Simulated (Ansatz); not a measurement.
We consider NbCuN2 (model structure, started from the TaCuN2 type, R-3m, No. 166, 4 atoms in the cell), described by dielectric-dependent PBEsol hybrid (plane waves, PAW; Ansatz, a quantum-chemistry and plane-wave program).

Input:

Ansatz 0.2 input:
```yaml
crystal:
  lattice:
    - [1.5606413498, 0.9010365413, 5.7673809486]
    - [-1.5606413498, 0.9010365413, 5.7673809486]
    - [0.0, -1.802073569, 5.7673808726]
  atoms:
    - { symbol: Nb, position: [0.5, 0.5, 0.5] }
    - { symbol: Cu, position: [0.0, 0.0, 0.0] }
    - { symbol: N, position: [0.1053080027, 0.1053080027, 0.1053080027] }
    - { symbol: N, position: [0.8946919973, 0.8946919973, 0.8946919973] }
  host: atoms
basis:
  ecutwfc: 460
  ecutrho_ratio: 4
  xc_grid: 2
kpoints:
  mp_grid: { grid: [10, 10, 10] }
hamiltonian:
  xc:
    exchange: pbesol
    correlation: pbesol
    exx: { coeff: inverse_dielectric }
  dispersion: none
  pseudopotentials: { kind: paw }
scf:
  occupations: { method: fermi_dirac, width: 0.01 }
  convergence: { dr2_threshold: 0.0000000004 }
output:
  forces: true
  stress: true
  eigenvalues: true
```

The run printed, among other lines:

```
WARN output.stress: scf.exx.energy_threshold = 1e-6 eV is looser than the 4e-8 eV advised for a stress under a hybrid functional (1e-8 eV for each atom of the …
Crystal: 4 atoms, lattice volume = 48.660 Å³
Basis set: ecut = 460 eV, 1113 PW (Γ), FFT grids on a1−a3, a2−a3, a3, exchange–correlation on 48×48×90 points (8 copies of the dense FFT grid, shifted against one another)
Bands: 26, of which v1, the nominal top of the filled ones, is band 21 counted from 1 (20 counted from 0)
Symmetry: 12 space group operations
Space group: R-3m (ITA 166), of the structure as read, at distance tolerance 3.7e-5 Å
k-points: 116 of 1000
SCF iter   1: F=—  HF=-11843.208903 eV  |F-HF|=—  |Δ(HF+E_count)|=         —  Δρ=1.15e-2  dr2=4.34e-2
SCF iter   2: F=—  HF=-11843.199527 eV  |F-HF|=—  |Δ(HF+E_count)|=   9.38e-3  Δρ=4.25e-3  dr2=6.32e-3
  ...
Crystal: 4 atoms, lattice volume = 48.660 Å³
Initial density: handed on by an earlier stage of this run
Functional: x = 0.9511631064025797 pbesol(κ = 0.804, μ = 0.12345679012345678) + 0.048836893597420314 exact, c = pbesol(β = 0.046)
Crystal: 4 atoms, lattice volume = 48.660 Å³
SCF iter   2: F=—  HF=-11849.129066 eV  |F-HF|=—  |Δ(HF+E_count)|=   5.29e-8  Δρ=1.65e-6  dr2=1.33e-9
SCF iter   3: F=-11849.129066 eV  HF=-11849.129066 eV  |F-HF|=2.47e-10  |Δ(HF+E_count)|=   9.01e-9  Δρ=1.06e-6  dr2=3.58e-10
SCF 3 converged in 3 iterations: F = -11849.129066 eV  dr2 = 3.58e-10
Free energy (F): -11849.129066 eV
Internal energy: -11849.129066 eV  (E = F + TS)
E sigma→0 (E₀):  -11849.129066 eV
Fermi energy:    12.832840 eV
--- Forces (eV/Å), atoms counted from 1 ---
  atom   1  Nb     0.00000000     0.00000000     0.00000000
  atom   2  Cu    -0.00000000     0.00000000    -0.00000000
  atom   3  N      0.00000000    -0.00000000     0.13677748
  atom   4  N      0.00000000     0.00000000    -0.13677748
--- Stress (GPa, compression-positive) ---
       -0.657170       0.000000      -0.000000
        0.000000      -0.657170      -0.000000
       -0.000000      -0.000000      -0.491429
  P = ⅓ Tr σ = -0.6019 GPa (-6.019 kbar)
```

The PAW data were made under PBE.

Note: the relaxation could raise the start's symmetry but not lower it, so the cell can be a saddle point. Note: cell and atoms aren't relaxed at this level (largest force component 0.14 eV/Å, pressure -0.6 GPa).

Cost on a shared machine: roughly 24 core-minutes.

A model structure was made by putting elements into a prototype or built by hand; it is no filed structure, need not be a known phase, and can be a saddle point held by its symmetry.
